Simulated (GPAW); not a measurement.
**Input and output of a self-consistent single point for Li₃Mg (Pm-3m, 4 atoms in the cell) (GPAW)**

Level of theory: PBEsol, GPAW PAW datasets PBEsol (made by gpaw-setup) (plane waves; GPAW).

The input file:

```python
from ase import Atoms
from ase.units import GPa
from gpaw import GPAW

atoms = Atoms(['Li', 'Li', 'Li', 'Mg'],
              cell=[[4.304301, 0.000000, 0.000000],
                    [0.000000, 4.304301, 0.000000],
                    [0.000000, 0.000000, 4.304301]],
              scaled_positions=[[0.500000, 0.500000, 0.000000],
                                [0.000000, 0.500000, 0.500000],
                                [0.500000, 0.000000, 0.500000],
                                [0.000000, 0.000000, 0.000000]],
              pbc=True)

calc = GPAW(mode={'name': 'pw', 'ecut': 850},
            xc='PBEsol',
            kpts={'size': (10, 10, 10), 'gamma': True},
            occupations={'name': 'methfessel-paxton', 'width': 0.1, 'order': 0},
            nbands=-10,
            convergence={'density': 1e-05, 'energy': 1e-05},
            symmetry={'symmorphic': False, 'tolerance': 0.0005},
            maxiter=100)

atoms.calc = calc

energy = atoms.get_potential_energy()
print('Energy (eV):', round(energy, 6))
forces = atoms.get_forces()
print('Forces (eV/Ang):')
print(forces.round(5))
stress = atoms.get_stress()
print('Stress (GPa, Voigt):', (stress / GPa).round(4))
```

The program printed (abridged):

```
Input parameters:
  convergence: {density: 1e-05,
                energy: 1e-05}
  kpts: {gamma: True,
         size: (10, 10, 10)}
  maxiter: 100
  mode: {ecut: 850,
         name: pw}
  nbands: -10
  occupations: {name: methfessel-paxton,
                order: 0,
                width: 0.1}
  symmetry: {symmorphic: False,
             tolerance: 0.0005}
  xc: PBEsol

species:
  Li:
    name: Lithium
    Z: 3.0
    valence: 1
    core: 2
    charge: 0.0
    file: Li.PBEsol.gz

    # Using partial waves for Li as LCAO basis

  Mg:
    name: Magnesium
    Z: 12.0
    valence: 10
    core: 2
    charge: 0.0
    file: Mg.PBEsol.gz

    # Using partial waves for Mg as LCAO basis

Reference energy: -6040.792951  # eV

Spin-paired calculation

Convergence criteria:
 Maximum [total energy] change in last 3 cyles: 1e-05 eV / valence electron
 Maximum integral of absolute [dens]ity change: 1e-05 electrons / valence electron
 Maximum integral of absolute [eigenst]ate change: 4e-08 eV^2 / valence electron
 Maximum number of scf [iter]ations: 100

Symmetries present (total): 48
Symmetries with fractional translations: 0
1000 k-points: 10 x 10 x 10 Monkhorst-Pack grid + [1/20,1/20,1/20]
56 k-points in the irreducible part of the Brillouin zone
       k-points in crystal coordinates                weights
   0:     0.00000000    0.00000000    0.00000000          1/1000
   1:     0.10000000    0.00000000    0.00000000          6/1000
   2:     0.10000000    0.10000000    0.00000000         12/1000
   [... 7 lines left out ...]
          ...
  55:     0.50000000    0.50000000    0.50000000          1/1000

Wave functions: Plane wave expansion
  Cutoff energy: 850.000 eV
  Number of coefficients (min, max): 4416, 4524
  Pulay-stress correction: 0.000000 eV/Ang^3 (de/decut=0.000000)

Occupation numbers: Methfessel-Paxton:
  width: 0.1000  # eV
  order: 0

Eigensolver

Densities:
  Coarse grid: 30*30*30 grid
  Fine grid: 60*60*60 grid
  Total Charge: 0.000000

Density mixing:
  Method: separate
  Backend: pulay
  Linear mixing parameter: 0.05
  old densities: 5
  Damping of long wavelength oscillations: 50

Hamiltonian:
  XC and Coulomb potentials evaluated on a 60*60*60 grid
  External potential:
    NoExternalPotential

XC parameters: PBEsol with 2 nearest neighbor stencil

Number of atoms: 4
Number of atomic orbitals: 20
Number of bands in calculation: 16
Number of valence electrons: 13
Bands to converge: occupied

Density initialized from atomic densities
  16 bands from LCAO basis set

Atomic positions and initial magnetic moments

Positions:
   0 Li     2.152150    2.152150    0.000000    ( 0.0000,  0.0000,  0.0000)
   1 Li     0.000000    2.152150    2.152150    ( 0.0000,  0.0000,  0.0000)
   2 Li     2.152150    0.000000    2.152150    ( 0.0000,  0.0000,  0.0000)
   3 Mg     0.000000    0.000000    0.000000    ( 0.0000,  0.0000,  0.0000)

Unit cell:
           periodic     x           y           z      points  spacing
  1. axis:    yes    4.304301    0.000000    0.000000    30     0.1435
  2. axis:    yes    0.000000    4.304301    0.000000    30     0.1435
  3. axis:    yes    0.000000    0.000000    4.304301    30     0.1435

  Lengths:   4.304301   4.304301   4.304301
  Angles:   90.000000  90.000000  90.000000

Effective grid spacing dv^(1/3) = 0.1435

     iter     time        total  log10-change:
                         energy   eigst   dens
iter:   1 --:--:--    -8.067267
iter:   2 --:--:--    -8.041907   -0.53  -1.20
iter:   3 --:--:--    -7.843530   -1.11  -1.23
iter:   4 --:--:--    -7.844937   -1.85  -1.62
iter:   5 --:--:--    -7.871096   -2.45  -1.63
iter:   6 --:--:--    -7.844889   -2.66  -1.62
iter:   7 --:--:--    -7.844448   -4.37  -2.22
iter:   8 --:--:--    -7.842825   -4.10  -2.26
iter:   9 --:--:--    -7.842850   -5.11  -3.23
iter:  10 --:--:--    -7.842821c  -5.61  -3.59
iter:  11 --:--:--    -7.842822c  -6.50  -3.46
iter:  12 --:--:--    -7.842823c  -7.38  -4.39
iter:  13 --:--:--    -7.842823c  -8.31c -4.71
iter:  14 --:--:--    -7.842823c  -8.84c -4.73
iter:  15 --:--:--    -7.842823c  -8.49c -4.77
iter:  16 --:--:--    -7.842823c  -9.28c -4.86
iter:  17 --:--:--    -7.842823c -10.00c -4.89
iter:  18 --:--:--    -7.842823c -10.13c -5.03c

Converged after 18 iterations.

Dipole moment: (-0.000000, -0.000000, -0.000000) |e|*Ang

Energy contributions relative to reference atoms: (reference = -6040.792951)

Kinetic:         +5.185956
Potential:       -2.993697
External:        +0.000000
XC:              -9.990075
Entropy (-ST):   -0.009881
Local:           -0.040067
SIC:             +0.000000
--------------------------
Free energy:     -7.847763
Extrapolated:    -7.842823

Showing only first 2 kpts
 Kpt  Band  Eigenvalues  Occupancy
  0     4     -3.44311    2.00000
  0     5      2.44475    0.00000
  0     6      2.44475    0.00000
  0     7      2.44475    0.00000

  1     4     -3.37943    2.00000
  1     5      1.90596    0.00000
  1     6      2.52234    0.00000
  1     7      2.52234    0.00000

Fermi level: 1.26451

No gap
No difference between direct/indirect transitions
Energy (eV): -7.842823

Forces in eV/Ang:
  0 Li    0.00000    0.00000    0.00000
  1 Li    0.00000    0.00000    0.00000
  2 Li    0.00000    0.00000    0.00000
  3 Mg   -0.00000   -0.00000   -0.00000

Stress tensor:
    -0.000665     0.000000     0.000000
     0.000000    -0.000665     0.000000
     0.000000     0.000000    -0.000665
Stress (GPa, Voigt): [-0.1066 -0.1066 -0.1066  0.      0.      0.    ]
```

The run converged in 18 iterations. GPAW prints stress with tension positive.

The starting cell comes from a database of computed structures (which also holds hypothetical and non-ambient phases and stackings), without a prior relaxation at this level. Its lattice was rescaled by a random factor within 2.5 % of one.

Cost on one core of a shared machine: roughly 70 s.
